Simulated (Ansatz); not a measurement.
**Migration barriers: S vacancy in wurtzite CdS, charge state +2**

Consider S vacancy in wurtzite CdS, charge state +2. The numbers are results of PBE, PAW (plane waves to 420 eV; Ansatz, an electronic-structure program), not measurements.

Cell of 72 host sites held at the relaxed PBE lattice; one k-point at (0.125, 0.250, 0.250); Fermi-Dirac width 0.01 eV, spin-restricted; finite-size errors left in. No zero-point or tunnelling terms. The charge state is imposed; whether it is stable for some Fermi level was not computed. Forms of the defect that were not tried may lie lower.

Barriers: single points on a 2×2×2 k-point mesh shifted by half a step along c at the bands' geometries.

```
Route                                                                                 Start site over the lowest site run (eV)  Hop (Å)  Forward barrier (eV)  Backward barrier (eV)                 Neighbours at the start                                      Neighbours at the saddle  Saddle order  Forward, on the band's own sampling (eV)
------------------------------------------------------------------------------------  ----------------------------------------  -------  --------------------  ---------------------  --------------------------------------  ------------------------------------------------------------  ------------  ----------------------------------------
one S atom jumps into the vacancy from a nearby S site (strongly reconstructed ends)                                      0.00     4.22                  1.20                   1.20  Cd at 2.48, 2 Cd at 2.58, Cd at 2.59 Å  Cd at 2.46, Cd at 2.82, Cd at 2.84, Cd at 3.10, Cd at 3.12 Å   first order                                      1.20
```

Paths come from climbing-image nudged elastic band runs.   A further band (one S atom jumps into the vacancy from a nearby S site, 4.31 Å) gave 1.36 eV forward on its own sampling, 1.36 eV above the lowest site run, but a shoulder points to a second hump between its images, so it is not taken as a result.

The whole set of runs took around 12 core-hours (rough).
